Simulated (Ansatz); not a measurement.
Base system: W2C (space group P-3m1, No. 164; relaxed with 0.1 eV smearing).

```
CELL_PARAMETERS angstrom
      3.00855     0.00000     0.00000
     -1.50428     2.60548     0.00000
      0.00000     0.00000     4.62545
ATOMIC_POSITIONS crystal
  C  0.00000 0.00000 0.00000
  W  0.33333 0.66667 0.25571
  W  0.66667 0.33333 0.74429
```

Cartesian axes are those of the cell as printed.

Calculations: Ansatz (a program for electronic structure), PBEsol-D3(BJ), PAW, cutoff 420 eV, scalar-relativistic without spin-orbit coupling, earlier PAW set.

Strains are applied to the cell and any free atomic positions relax.

One change was made to it. Results:

```json
[
 {"quantity": "energy relative to the base (free energy F)", "base": "0 meV/atom", "after": "+5.5 meV/atom"},
 {"quantity": "largest internal atomic displacement", "base": "–", "after": "0.012 Å"}
]
```

**Question.** What was done to the base?
(A) strain tensor (xx, yy, zz, yz, xz, xy) = (−1.98, −2.30, −0.18, +0.21, +0.38, +0.78) %
(B) tensor shear ε_yz = +0.84 %
(C) strain tensor (xx, yy, zz, yz, xz, xy) = (−0.63, −0.24, +1.61, −0.07, +0.83, −0.10) %

**Answer.** C, strain tensor (xx, yy, zz, yz, xz, xy) = (−0.63, −0.24, +1.61, −0.07, +0.83, −0.10) %. For comparison, the energy relative to the base in the other runs: tensor shear ε_yz = +0.84 % gives +1.9 meV/atom; strain tensor (xx, yy, zz, yz, xz, xy) = (−1.98, −2.30, −0.18, +0.21, +0.38, +0.78) % gives +31 meV/atom.

Stability against distortions was not tested. All final runs are without spin polarisation.
